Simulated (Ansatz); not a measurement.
We consider cubic perovskite KNiF3, described by HSE06 (Ansatz, a first-principles code, plane waves, PAW).

Input:

Ansatz 0.2 input:
```yaml
crystal:
  lattice:
    - [4.0381123844, 0.0, 0.0]
    - [0.0, 4.0381123844, 0.0]
    - [0.0, 0.0, 4.0381123844]
  atoms:
    - { symbol: K, position: [0.0, 0.0, 0.0], spin: 0.0 }
    - { symbol: Ni, position: [0.5, 0.5, 0.5], spin: 2.0 }
    - { symbol: F, position: [0.5, 0.0, 0.5], spin: 0.0 }
    - { symbol: F, position: [0.0, 0.5, 0.5], spin: 0.0 }
    - { symbol: F, position: [0.5, 0.5, 0.0], spin: 0.0 }
basis:
  ecutwfc: 460
  ecutrho_ratio: 4
  xc_grid: 2
kpoints:
  mp_grid: { grid: [6, 6, 6] }
hamiltonian:
  xc: hse06
  dispersion: none
  pseudopotentials: { kind: paw }
scf:
  occupations: { method: fermi_dirac, width: 0.01 }
  convergence: { dr2_threshold: 0.0000000005 }
output:
  forces: true
  stress: true
  eigenvalues: true
magnetization:
  spin_polarized: true
```

Excerpt of the program's output:

```
WARN output.stress: scf.exx.energy_threshold = 1e-6 eV is looser than the 5e-8 eV advised for a stress under a hybrid functional (1e-8 eV for each atom of the …
Crystal: 5 atoms, lattice volume = 65.847 Å³
Basis set: ecut = 460 eV, 1419 PW (Γ), exchange–correlation on 60×60×60 points (8 copies of the dense FFT grid, shifted against one another)
Bands: 30, of which v1, the nominal top of the filled ones, is band 24 counted from 1 (23 counted from 0)
Symmetry: 48 space group operations
Space group: Pm-3m (ITA 221), of the structure as read, at distance tolerance 4.0e-5 Å
k-points: 20 of 216
Initial density: superposition of atomic densities (chi_scale 0.1, normalization cell, long waves kept (reshape's long-wave potential 0.00 eV rms))
spin=Collinear: Kerker preconditioning applied to the charge; magnetization (m = ρ↑ − ρ↓) channel mixes plain (no charge-response kernel on spin).
Crystal: 5 atoms, lattice volume = 65.847 Å³
Initial density: handed on by an earlier stage of this run
Crystal: 5 atoms, lattice volume = 65.847 Å³
SCF 3 converged in 7 iterations: F = -9805.520422 eV  dr2 = 3.69e-10
Crystal: 5 atoms, lattice volume = 65.847 Å³
SCF 4 converged in 4 iterations: F = -9805.520421 eV  dr2 = 3.66e-11
Magnetization: 2.0000 μB (25.0000 up, 23.0000 down)
Free energy (F): -9805.520421 eV
Internal energy: -9805.520421 eV  (E = F + TS)
E sigma→0 (E₀):  -9805.520421 eV
Fermi energy:    6.598844 eV
--- Forces (eV/Å), atoms counted from 1 ---
  atom   1  K     -0.00000000     0.00000000     0.00000000
  atom   2  Ni     0.00000000    -0.00000000    -0.00000000
  atom   3  F      0.00000000    -0.00000000     0.00000000
  atom   4  F      0.00000000     0.00000000     0.00000000
  atom   5  F      0.00000000     0.00000000     0.00000000
--- Stress (GPa, compression-positive) ---
       -0.007608      -0.000000       0.000000
       -0.000000      -0.007608       0.000000
        0.000000       0.000000      -0.007608
  P = ⅓ Tr σ = -0.0076 GPa (-0.076 kbar)
```

The PAW data were made under PBE.

The run is spin-polarised with parallel starting moments, which need not be the measured order.

Note: the magnetic order was assumed, not searched for or taken from measurement.
